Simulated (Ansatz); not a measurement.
Levels about the gap of amorphous Ti₃₀O₆₀ (90 atoms in a cell of 1211 Å³, 3.29 g/cm³; zone centre alone, so wide bands show as single levels with stretches between that a denser mesh fills), at the geometry that PBE relaxed, where it gives 1.9 GPa on a denser mesh. The participation number counts the atoms over which a state spreads; weights are charges in smoothed Voronoi cells. The levels come from a single point, so bond lengths are those of that geometry. Method of the levels: r2SCAN, scalar-relativistic without spin-orbit coupling (Ansatz, a quantum-chemistry and plane-wave program). Sampling: the zone centre alone; Fermi-Dirac width 0.02 eV; no spin polarisation. At PBE the levels at the filled edge of the gap are localised (band-tail or defect states).

The cell was made by melting and quenching with the CHGNet potential and then relaxed with DFT. O atoms were pushed apart under 1.9 Å during the dynamics, to hinder bonds among them. The hot cell started wider than the set density and was brought back towards it in steps. It is the lowest in DFT energy of 4 quenches. It is a model cell: composition and starting density were chosen by hand, and all elements were melted together. No dispersion term was used. A short ab initio anneal came between quench and relaxation. Its density started from a set value of 3.29 and ended at 3.29 g/cm³. Cooling (nominally 240 K/ps over its main leg) ran many orders faster than in experiment, which tends to leave more defects and strain. One small periodic cell is one sample of the glass; other quenches scatter about these values. The volume was held where the preparation left it and the shape relaxed, at a PBE pressure of 1.9 GPa. Stress components on the final sampling reach 1.9 GPa.

```
E - E(highest filled), eV  filling  participation number        largest on  weight O  weight Ti
-------------------------  -------  --------------------  ----------------  --------  ---------
-0.27                       filled                  22.8   O, 2 neighbours      0.93       0.07
-0.25                       filled                  33.2   O, 3 neighbours      0.93       0.07
-0.22                       filled                  21.1   O, 2 neighbours      0.93       0.07
-0.19                       filled                  20.4   O, 3 neighbours      0.93       0.07
-0.05                       filled                  13.7   O, 2 neighbours      0.93       0.07
-0.03                       filled                  20.4   O, 2 neighbours      0.94       0.06
0.00                        filled                  11.7   O, 2 neighbours      0.92       0.08
3.17                         empty                  15.4  Ti, 6 neighbours      0.20       0.80
3.23                         empty                  21.0  Ti, 5 neighbours      0.19       0.81
3.31                         empty                  22.0  Ti, 5 neighbours      0.18       0.82
3.34                         empty                  23.0  Ti, 5 neighbours      0.18       0.82
3.39                         empty                  18.4  Ti, 6 neighbours      0.19       0.81
3.41                         empty                  19.6  Ti, 5 neighbours      0.19       0.81
3.43                         empty                  19.1  Ti, 5 neighbours      0.18       0.82
```

Most localised among these is the filled level at +0.00 eV, on a O atom, which has 2 neighbours (Ti 1.76 Å, Ti 1.85 Å).
